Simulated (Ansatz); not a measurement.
# Ti: response to strain

Take Ti in the hcp (Mg type) structure (space group P6_3/mmc, No. 194; a = 2.902 Å, c = 4.593 Å; relaxed with 0.1 eV smearing) as the base.

Strains are applied to the cell and any free atomic positions relax.

Level of theory: DFT with PBEsol, PAW potentials and a 420 eV plane-wave cutoff in Ansatz (a program for electronic structure), spin-orbit coupling left out.

Notes on the quantities. pressure: mean of the normal stresses, compression positive.

```csv
isotropic strain (%),pressure (GPa)
-3,12.7
-2.5,10.3
-2,8.0
-0.5,1.8
0,0.0
0.5,-1.7
1.5,?
2.5,-7.7
3,-9.0
```

Fit P = P₀ − Bδ + Cδ² with δ = (1 + ε)³ − 1 to the rows shown and predict the withheld row.

Least squares on the printed values gives P₀ = 0.0 GPa, B = 121 GPa (at held cell shape), C = 269 GPa (largest residual 0.1 GPa); this predicts -5.0 GPa, and the run gives -4.9 GPa, in agreement.

Stability against distortions was not tested. The final runs are not spin-polarised.
